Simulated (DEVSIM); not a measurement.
System: abrupt Si n-p junction, at 300 K.

```
layer (left to right)  material  thickness (μm)  Nd (cm⁻³)  Na (cm⁻³)  τn (s)  τp (s)
---------------------  --------  --------------  ---------  ---------  ------  ------
1                            Si           0.230       1e15          -  4.6e-6  4.6e-6
2                            Si            2.30          -     3.8e16  4.6e-6  4.6e-6
```

Left contact: ohmic. Right contact: ohmic. Voltage is applied to the left contact. Recombination: SRH at mid-gap. Gap narrowing is on: ΔEg = 6.92 meV × (l + √(l² + 0.5)), l = ln(N/1.3e17 cm⁻³), shared equally by both band edges. Mobility is constant in doping.

This is a model device: material constants are rounded textbook-type values typed into the input, and sizes, dopings and lifetimes were drawn at random. Values at 300 K.

```csv
parameter,Si
gap (eV),1.124
affinity (eV),4.05
permittivity,11.7
Nc (cm⁻³),2.86e19
Nv (cm⁻³),3.1e19
μn (cm²/Vs),1417
μp (cm²/Vs),470
```

Simulated with DEVSIM: 1D drift-diffusion, Boltzmann statistics, complete ionisation; no tunnelling, impact ionisation, image-force lowering or self-heating.

The doping Na of layer 2 was swept, all else fixed.

```tsv
doping Na of layer 2 (cm^-3)	dark forward voltage at 100 A/cm² (V)	dark forward voltage at 1 A/cm² (V)	potential step across the device at zero bias (V)	largest field in the device at zero bias (V/cm)
1.1e15	0.699	0.454	0.593	11000
3.8e15	0.655	0.441	0.625	17000
1.1e16	0.612	0.432	0.653	23000
3.8e16	0.585	0.425	0.685	28000
1.1e17	0.574	0.422	0.711	32000
3.8e17	0.569	0.419	0.737	41000
1.1e18	0.566	0.418	0.757	55000
```

From the first row to the last the dark forward voltage at 100 A/cm² goes from 0.699 to 0.566. From the first row to the last the dark forward voltage at 1 A/cm² goes from 0.454 to 0.418.
